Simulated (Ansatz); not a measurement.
The reference is MgO in the rock salt structure (space group Fm-3m, No. 225; a = 4.214 Å). Axes: x, y, z lie along the cube axes.

Computed with DFT with PBEsol, PAW potentials and a 420 eV plane-wave cutoff in Ansatz (a first-principles code), scalar-relativistic without spin-orbit coupling.

One thing is altered: a free-standing slab of 4 layers (8 atoms, 2 a layer) is cut normal to the z axis, with 15 Å of vacuum and the in-plane cell held at bulk.

### Question
How does this affect the excess energy per area of both faces?

### Answer
The excess energy per area of both faces (slab less bulk energy over the cell's area: twice a surface energy) comes out as 2.03 J/m².

### Question
Estimate the effect on the change of the spacing d23 from its bulk value of 2.107 Å.

### Answer
The change of the spacing d23 from its bulk value of 2.107 Å amounts to 0.0 %.

Slab and bulk use different k-meshes, which limits the precision of the excess energy. Whether these cells are dynamically stable was not tested.
